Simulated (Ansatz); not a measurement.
Start from NiO in the rock salt structure (space group Fm-3m, No. 225; ferromagnetic).

```
NiO
1.0
    0.00000     2.09529     2.09529
    2.09529     0.00000     2.09529
    2.09529     2.09529     0.00000
O Ni
1 1
Direct
  0.00000   0.00000   0.00000
  0.50000   0.50000   0.50000
```

Cartesian axes are those of the cell as printed.

All numbers come from Ansatz (a quantum-chemistry and plane-wave program) r2SCAN, no spin-orbit coupling, earlier PAW set.

One thing is altered: a pure shear with ε_xz = ε_zx = -0.0325; the atoms relax in the strained cell.

Problem. Predict the stress tensor and what it implies for the stiffness.

Solution. Stress of the strained cell less that of the base (GPa, compression positive):
```
    0.2     0.0     5.5
    0.0    -0.3     0.0
    5.5     0.0     0.2
```

Then −Δσ/γ with γ = 2ε = -0.0650 gives secant stiffness values (nonlinear terms included at this strain): C55 ≈ 84 GPa.

As a check, the harmonic strain energy −½ V₀ Δσ:ε is 10 meV/atom; the computed energy rise is 10 meV/atom.

Whether these cells are dynamically stable was not tested. No Hubbard U is applied and the magnetic state is the run's own (NiO ferromagnetic); other magnetic orders, which need larger cells, were not tried and can change the gap. In its common phase, real NiO is an antiferromagnetic insulator at low temperature.
